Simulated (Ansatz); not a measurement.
For As (model structure, Fd-3m, No. 227, 2 atoms in the cell), PBE-D3(BJ) (Ansatz, a program for electronic structure, plane waves, PAW) gives:

```
Quantity                              Result
------------------------------  ------------
equilibrium lattice constant a       6.025 Å
cohesive energy                 2.96 eV/atom
```

What does r²SCAN+rVV10 (Ansatz, PAW) give for the same quantities?


- lattice constant a: 6.034 Å (grows by 0.1 %)
- cohesive energy: 2.62 eV/atom (shrinks by 0.34 eV/atom)

Changes are worked out from the printed values.

Unless a cell is named, each level is at its own relaxed cell (PBE-D3(BJ) 27.34, r²SCAN+rVV10 27.47 Å³/atom).

Ansatz's density-functional and Hartree–Fock values are scalar-relativistic unless marked +SOC, with PAW data made under PBE.

A model structure was made by putting elements into a prototype or built by hand; it is no filed structure, need not be a known phase, and can be a saddle point held by its symmetry.
